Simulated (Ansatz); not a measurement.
Adsorption energy and surface dipole of H2 on the 1x1 (0001) surface of hcp Co, ferromagnetic, one in a 2x2 cell, started at the site 'hollow Co-Co-Co over Co at depth 2.0 Å', worked from the runs' numbers; total energies count from the potentials' own zero.

Method: PBE with D3(BJ) dispersion (plane waves to 420 eV, PAW; Ansatz, a first-principles code).

Model: 18-atom slab, 6.0 Å thick at the start under the adsorbate (thin: gaps and levels are the slab's own), 7x7x1 mesh, Fermi-Dirac 0.1 eV, dipole correction, 8 atoms held, the rest relaxed; held to the start's symmetry, so lower structures may exist; spin-polarised, no spin-orbit, no U. At the end no host atom lies within bonding distance. In D3-corrected PBE it is, or lies within 0.03 eV of, the lowest of the starts that converged.

```json
[
 {"quantity": "slab with the adsorbate", "value": "-82049.343 eV"},
 {"quantity": "clean slab, same cell and mesh", "value": "-82017.542 eV"},
 {"quantity": "reference, H2(g)", "value": "-31.747 eV"},
 {"quantity": "area of the cell", "value": "21.53 Å²"},
 {"quantity": "change of the step from the bottom to the top vacuum level", "value": "-0.131 eV"}
]
```

### Question
What is the adsorption energy against this reference?

### Answer
E(slab + adsorbate) − E(slab) − E(reference) = -0.05 eV, so in this state the adsorbate is more stable than in the reference, at a coverage of 4.65 a nm².

### Question
What dipole does adsorption add to the slab along the outward normal (Helmholtz relation, ε₀ = 0.005526 e/(V·Å))?

### Answer
p = −ε₀·A·ΔV = 0.016 e·Å = 0.07 D; its positive end points to the vacuum, which lowers the vacuum level.
